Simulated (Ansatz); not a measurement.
Abridged Ansatz (a first-principles code) output:

```
Relaxation: its limit of steps is 50 (relax.max_steps)
Pseudopotential: Sn, paw, valence charge 14
Pseudopotential: Se, paw, valence charge 16
Crystal: 8 atoms, lattice volume = 193.541 Å³
Basis set: ecut = 420 eV, 3767 PW (Γ), exchange–correlation on 60×150×60 points (8 copies of the dense FFT grid, shifted against one another)
Bands: 72, of which v1, the nominal top of the filled ones, is band 60 counted from 1 (59 counted from 0)
Symmetry: 8 space group operations
k-points: 50 of 192
Functional: x = pbesol(κ = 0.804, μ = 0.12345679012345678), c = pbesol(β = 0.046)
SCF iter   1: F=—  HF=-45502.316140 eV  |F-HF|=—  |Δ(HF+E_count)|=         —  Δρ=3.05e-3  dr2=2.24e-2  ethr=1.77e-3  ⟨swp⟩=6.7  Hψ=13765  notcnv=0  defer=44
SCF iter   2: F=—  HF=-45502.304513 eV  |F-HF|=—  |Δ(HF+E_count)|=   1.16e-2  Δρ=1.49e-3  dr2=5.23e-3  ethr=1.87e-5  ⟨swp⟩=3.0  Hψ=7360  notcnv=0  defer=139
SCF 1 converged in 7 iterations: F = -45502.303396 eV  dr2 = 4.91e-9
relax step   1: F+E_penalty+E_count = -45502.30339637 eV  Δ(F+E_penalty+E_count) = +0.000e0 eV  max|allowed force component| = 6.669e-2 eV/Å  Δτ_max = 0.0000 Å  P = +0.716 GPa  Ω = 193.541 Å³  fix = [a, b, gamma]  reactions: a +0.683, b +1.194 GPa  (7 SCF iters, dr2 threshold 1.00e-7 eV, accepted)
[... steps on the carried basis left out ...]
relax step   6: F+E_penalty+E_count = -45502.30564124 eV  Δ(F+E_penalty+E_count) = -5.973e-6 eV  max|allowed force component| = 2.879e-3 eV/Å  Δτ_max = 0.0055 Å  P = +0.387 GPa  Ω = 194.431 Å³  energy of the carried Pulay correction = -2.005e-4 eV  fix = [a, b, gamma]  reactions: a +0.459, b +0.707 GPa  (8 SCF iters, accepted)
Crystal: 8 atoms, lattice volume = 194.431 Å³
SCF iter   1: F=—  HF=-45502.305723 eV  |F-HF|=—  |Δ(HF+E_count)|=         —  Δρ=1.45e-4  dr2=8.54e-7  ethr=1.85e-7  ⟨swp⟩=3.0  Hψ=22392  notcnv=0
SCF iter   2: F=—  HF=-45502.305805 eV  |F-HF|=—  |Δ(HF+E_count)|=   8.25e-5  Δρ=7.34e-5  dr2=2.18e-7  ethr=7.12e-10  ⟨swp⟩=2.4  Hψ=5549  notcnv=0
SCF 7 converged in 10 iterations: F = -45502.305832 eV  dr2 = 9.39e-18
SCF converged after 10 iterations
Free energy (F): -45502.305832 eV
Internal energy: -45502.305165 eV  (E = F + TS)
E sigma→0 (E₀):  -45502.305499 eV
Entropy (-TS):   -0.000667 eV (-0.083 meV/atom)
[...]
  atom   3  Sn     0.00000000     0.00288562    -0.00113858
  atom   4  Sn     0.00000000    -0.00288562    -0.00113858
  atom   5  Se    -0.00000000    -0.00216001     0.00127656
  atom   6  Se    -0.00000000     0.00216001     0.00127656
  atom   7  Se     0.00000000     0.00216001    -0.00127656
  atom   8  Se     0.00000000    -0.00216001    -0.00127656
--- Stress (GPa, compression-positive) ---
        0.457900       0.000000      -0.000000
        0.000000       0.708195       0.000000
       -0.000000       0.000000      -0.005753
  P = ⅓ Tr σ = 0.3868 GPa (3.868 kbar)
--- Relaxed structure (6 steps of the walk, 5 accepted, 1 SCFs on fresh bases) ---
  cell:  # Å, volume = 194.4309 Å³
    - [4.0821313636, 2.4052639877634743e-95, 5.4366306734079184e-33]
    - [6.569317017107233e-95, 11.1492190335, 2.8457572096800133e-18]
    - [5.6634920792402314e-33, 1.0854125528546167e-18, 4.272024857674317]
  atoms:
    - { symbol: Sn, position: [0.7500000000000001, 0.3842174973924033, 0.5773724999414248] }
    - { symbol: Sn, position: [0.25, 0.11578250260759669, 0.07737249994142481] }
    - { symbol: Sn, position: [0.25, 0.6157825026075968, 0.42262750005857513] }
    - { symbol: Sn, position: [0.7500000000000001, 0.8842174973924034, 0.9226275000585753] }
    - { symbol: Se, position: [0.7500000000000001, 0.6405795310882977, 0.9799689492414632] }
    - { symbol: Se, position: [0.25, 0.8594204689117023, 0.4799689492414629] }
    - { symbol: Se, position: [0.25, 0.35942046891170243, 0.02003105075853706] }
    - { symbol: Se, position: [0.7500000000000001, 0.14057953108829763, 0.5200310507585372] }
```

### Question
What was computed, and what are the main results?

### Answer
SnSe, 8 atoms in the cell, with Ansatz PBEsol-D3(BJ), no spin-orbit coupling. The last SCF converged to F = -45502.305832 eV, or -5687.7882 eV per atom, at a pressure of 0.39 GPa. The total energy compares only with runs of the same code, potentials and settings.

The cells carry an imposed strain or load. No phonon test of stability was made. The cell was made from SnSe in the GeS type structure (space group Pnma, No. 62) by this change: biaxial strain −0.72 %, plane normal [001], relaxed out of plane.

Keys are those of Ansatz 0.2.
